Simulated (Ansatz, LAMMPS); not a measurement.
Si well of 9 atomic layers along [001] in random Si0.7Ge0.3, interfaces graded over 8 layers

Cell 16.67 × 16.67 × 49.64 Å, Si506Ge142, 648 atoms. Prepared with Tersoff's 1989 multicomponent potential (SiCGe.tersoff) in LAMMPS: minimisation. 

Computed with PBE, support functions at accuracy medium on the grid of 370 eV (norm-conserving potentials; Ansatz, a first-principles code).

Basis: localised support functions (accuracy medium) on a full density matrix. k-points: zone centre alone; occupations: Fermi-Dirac, 0.010 eV; spin polarisation not allowed. Spin-orbit coupling is left out.

- Kohn-Sham gap of the cell on its k-mesh = 0.45 eV
- weight of the highest filled level on the well = 0.22
- weight of the lowest empty level on the well = 0.74
- coordination (neighbours within 2.854 Å) = 100.0 % 4-fold
- Ge-Ge bonds, mean ± spread = 2.468 ± 0.008 Å
- Ge-Si bonds, mean ± spread = 2.426 ± 0.008 Å
- Si-Si bonds, mean ± spread = 2.381 ± 0.007 Å
- bond angles, mean ± spread = 109.5° ± 1.1°
- pressure = -0.80 GPa
- cost of the final run = very roughly 40 core-minutes, 15 SCF iterations, 13 GiB
